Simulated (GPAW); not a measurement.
## σxx against uniaxial strain in fcc Ag (space group 225): C11 (GPAW, LDA)

```
Ag
1.0
    0.00000     2.00075     2.00075
    1.97073     0.00000     2.00075
    1.97073     2.00075     0.00000
Ag
1
Direct
  0.00000   0.00000   0.00000
```

Method: LDA (Perdew-Wang 92), GPAW PAW datasets LDA (gpaw-data 1.0.1) (plane waves; GPAW). Settings: mode = pw; ecut = 585 eV; xc = LDA; kpts = 38 38 38; mesh shift (steps) = 0 0 0; occupations.name = fermi-dirac; occupations.width = 0.05 eV; nbands = -5; convergence.density = 1e-06 e/electron; convergence.energy = 1e-06 eV/electron; symmetry.symmorphic = false; symmetry.tolerance = 0.0005; maxiter = 120. The cell above is the first row's. The rows stretch one cube axis (x) by the strain ε and hold the other two. Stress is positive in tension. In all rows the k mesh is held.

| ε (%) | σxx (GPa) |
|---|---|
| -1.5 | -2.49 |
| -1.0 | -1.62 |
| -0.5 | -0.77 |
| 0.0 | 0.05 |
| 0.5 | 0.85 |
| 1.0 | 1.62 |
| 1.5 | 2.37 |
| 2.0 | ? |

**Question.** Using a parabola, estimate the missing σxx at ε = 2.0 from the other rows, showing the fit.

**Answer.** Least squares gives σxx = 0.051 + 1.6200·ε - 0.0495·ε². Residuals (row less fit): 0.000, -0.001, 0.001, -0.001, 0.001, -0.001, 0.000; standard error 0.002 (degrees of freedom: 4). The slope at ε = 0, 1.6200 GPa per cent, gives C11 ≈ 100 × 1.6200 = 162 GPa, for the static lattice. At the withheld row, σxx = 0.051 + 1.6200 × 2.0 - 0.0495 × 2.0² = 3.093 GPa. The calculation gives 3.10 GPa, 0.007 GPa above the prediction (0.1 % of the range of σxx in the table). The row lies outside the fitted rows, so this is an extrapolation.

Carrying the step between the two nearest rows on in a straight line would have given 3.12, off by 0.02; series whose last step already gives the withheld value aren't shown. The reference cell has the volume at which an earlier scan in this program and functional put its minimum by a fit. The unstrained cell stands at a pressure of -0.05 GPa, and the constants belong to that pressure. Without a gap such slopes are sensitive to mesh and smearing. Cutoffs and mesh are single choices, not tested for convergence of this quantity. Series with a scatter that would blur these digits, or in which a gap closes, are not shown. Strain series were run only where this level's volume lies within 10 % of a first guess from the measured size.
